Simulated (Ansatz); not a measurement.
# ZnSnO3: pressure −1 GPa

Base system: ZnSnO₃ (space group R3c, No. 161; a = 5.278 Å, c = 14.010 Å (hexagonal axes)).

Modification: a negative pressure, −1 GPa.

The values are results of plane-wave PAW DFT at the PBEsol level (Ansatz, a program for electronic structure, 420 eV), spin-orbit coupling left out, not measurements. k-mesh 8×8×8 (Γ-centred); smearing 0.05 eV (Fermi–Dirac).

```tsv
quantity	base	changed	shift
volume per atom	11.27 Å³	11.33 Å³	+0.06 Å³
density	6.84 g/cm³	6.80 g/cm³	-0.04 g/cm³
lattice parameter a	5.278 Å	5.286 Å	+0.008 Å
c/a ratio	2.654	2.657	+0.003
shortest interatomic distance	1.993 Å	1.997 Å	+0.004 Å
enthalpy H = E + PV relative to the base's energy	–	-0.07 eV/atom	–
band gap	1.25 eV	1.21 eV	-0.04 eV
gap character	direct at Γ	direct at Γ	–
width of the top valence band	0.31 eV	0.31 eV	0.00 eV
valence-band top at Γ (three highest levels, from the VBM)	0.00, 0.00, -0.59 eV	0.00, 0.00, -0.58 eV	–
```

Final structure:

```yaml
crystal:
  lattice:
    - [2.64314, 1.52602, 4.68215]
    - [-2.64314, 1.52602, 4.68215]
    - [0.00000, -3.05203, 4.68215]
  atoms:
    - { symbol: Zn, position: [0.29490, 0.29490, 0.29490] }
    - { symbol: Zn, position: [0.79490, 0.79490, 0.79490] }
    - { symbol: Sn, position: [0.01248, 0.01248, 0.01248] }
    - { symbol: Sn, position: [0.51248, 0.51248, 0.51248] }
    - { symbol: O, position: [0.72169, 0.11616, 0.40506] }
    - { symbol: O, position: [0.40506, 0.72169, 0.11616] }
    - { symbol: O, position: [0.11616, 0.40506, 0.72169] }
    - { symbol: O, position: [0.90506, 0.61616, 0.22169] }
    - { symbol: O, position: [0.22169, 0.90506, 0.61616] }
    - { symbol: O, position: [0.61616, 0.22169, 0.90506] }
```

Cost of the whole job for the changed cell (relaxation, final SCF and bands): around 3 core-minutes (rough).

Load acts through the strain it causes; cell and atoms are relaxed under it. Whether these cells are dynamically stable was not tested.
